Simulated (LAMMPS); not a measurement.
Al (fcc) at 1490 K and zero pressure, started from the melt, with several potentials, in cells of their own sizes.

Interatomic potentials used:
- EAM-type AlCu.eam.alloy: classical MD, pair style eam/alloy, file AlCu.eam.alloy (LAMMPS); Cai and Ye, Phys Rev B, 54, 8398-8410 (1996)
- EAM-type Al_jnp.eam: classical MD, pair style eam, file Al_jnp.eam (LAMMPS); Jacobsen, Norskov and Puska, Phys Rev B, 35, 7423 (1987)
- MEAM MoCoNiVFeAlCr_2nn.meam: classical MD, pair style meam, file MoCoNiVFeAlCr_2nn.meam (LAMMPS); Wang, J., Kwon, H., Kim, H.S. et al. A neural network model for high entropy alloy design. npj Comput Mater 9, 60 (2023).
- bond-order AlCu.bop.table: classical MD, pair style bop, file AlCu.bop.table (LAMMPS); Zhou, Ward, and Foster, Phys. Chem. Chem. Phys., under consideration

```tsv
potential	state	volume	first peak of g(r)	coordination number	self-diffusion coefficient of Al (not corrected for cell size)	mean phonon frequency	rough cost (ms per atom and simulated ps)
bond-order AlCu.bop.table	liquid	17.089 ± 0.004 Å³/atom	2.74 Å, height 2.2	11.9 (counted to 3.62 Å)	(9.1 ± 0.4) × 10^-5 cm²/s	4.9 THz	10 to 30
EAM-type AlCu.eam.alloy	liquid	21.790 ± 0.010 Å³/atom	2.75 Å, height 2.1	12.0 (counted to 4.02 Å)	(2.17 ± 0.02) × 10^-4 cm²/s	4.0 THz	1 to 3
EAM-type Al_jnp.eam	liquid	18.853 ± 0.001 Å³/atom	2.73 Å, height 2.4	13.1 (counted to 3.94 Å)	(1.14 ± 0.01) × 10^-4 cm²/s	5.1 THz	0.3 to 1
MEAM MoCoNiVFeAlCr_2nn.meam	liquid	20.35 ± 0.01 Å³/atom	2.74 Å, height 2.4	11.1 (counted to 3.78 Å)	(1.45 ± 0.04) × 10^-4 cm²/s	4.8 THz	10 to 30
```

Costs are rough: whole-run CPU time with set-up and analysis, from shared machines, in bands a factor of about three wide.

Caution (row bond-order AlCu.bop.table): a run this short can hold a crystal over, or a liquid under, the potential's own melting point, which these runs don't give.

States go by the mean squared displacement: a species diffuses where it passes 1.5 Å², still rises and gives D over 1e-6 cm²/s; a crystal has left its structure where atoms lie 0.35 Å off their sites on average or a cubic box changes its shape by 3 %, or the axial ratios of another lie 8 % off the starting cell's, which the potential's own relaxation can also do.

Errors of D are the spread over four groups of atoms in one short run; a floor of about 5 %, a picked value, is safer.

The ± values are statistical; the model's systematic error is not in them.
